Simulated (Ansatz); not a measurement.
Defect: interstitial N in hcp Ru, neutral cell. Computed with PBE, PAW (plane waves to 420 eV; Ansatz, a program for electronic structure).

Cell of 36 host sites held at the relaxed PBE lattice; a 2×2×2 k-point mesh shifted by half a step along c; Fermi-Dirac width 0.10 eV, spin-restricted; finite-size errors left in. Energies are static. Sites that were not tried may lie lower. The start lies 0.20 eV above the lowest site run (PBE). The order of the sites in energy changes with the mesh.

Barriers: single points on a 4×4×4 k-point mesh shifted by half a step along c at the bands' geometries (they differ from the bands' own by up to 0.23 eV, and are uncertain by about as much).

The step: N moves alone to another site; the atom moves 1.63 Å along (-0.67, -0.33, -0.10) of the unit cell; the moving atom starts with neighbours Ru at 1.85, 3 Ru at 1.88 Å and ends with 6 Ru at 2.01 Å.

Q: Give the migration barrier of this step at the level PBE, PAW.

A: 0.93 eV forward and 1.12 eV backward. At the saddle the moving atom has neighbours Ru at 1.83, 2 Ru at 1.85 Å. The saddle point's order was not checked, and it lies on a symmetry element of the cell, where a band can be held.
